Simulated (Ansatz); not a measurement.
The starting structures come from a database of crystals and need not be the phases stable at ambient conditions.

# Evanescent states of Li2O2 (P6_3/mmc, 8 atoms a cell, 7.9 Å³ an atom) along the normal of (001)

Calculation: r2SCAN (plane waves, PAW; Ansatz, a program for electronic structure).

The gap is the functional's own. No spin-orbit coupling. Mid-gap values are those at the computed energy nearest the middle.

Energies count from the valence-band top; κ is the least over a 12×12 mesh across the current.

```tsv
E (eV)	κ (1/Å)	where
0.07	0.213	off Γ
0.21	0.329	off Γ
0.35	0.392	off Γ
0.49	0.389	Γ
0.63	0.383	Γ
0.77	(withheld)	Γ
0.91	(withheld)	Γ
1.05	(withheld)	Γ
1.19	(withheld)	Γ
1.33	(withheld)	Γ
1.47	(withheld)	Γ
1.61	(withheld)	Γ
1.75	(withheld)	Γ
1.89	(withheld)	Γ
2.03	(withheld)	Γ
2.17	0.235	Γ
2.31	0.209	Γ
2.45	0.177	Γ
2.59	0.135	Γ
2.73	0.066	Γ
```

Question: What belongs in the gaps?

Answer: 
- 0.77, κ (1/Å): 0.375
- 0.91, κ (1/Å): 0.367
- 1.05, κ (1/Å): 0.357
- 1.19, κ (1/Å): 0.347
- 1.33, κ (1/Å): 0.336
- 1.47, κ (1/Å): 0.324
- 1.61, κ (1/Å): 0.310
- 1.75, κ (1/Å): 0.295
- 1.89, κ (1/Å): 0.277
- 2.03, κ (1/Å): 0.258
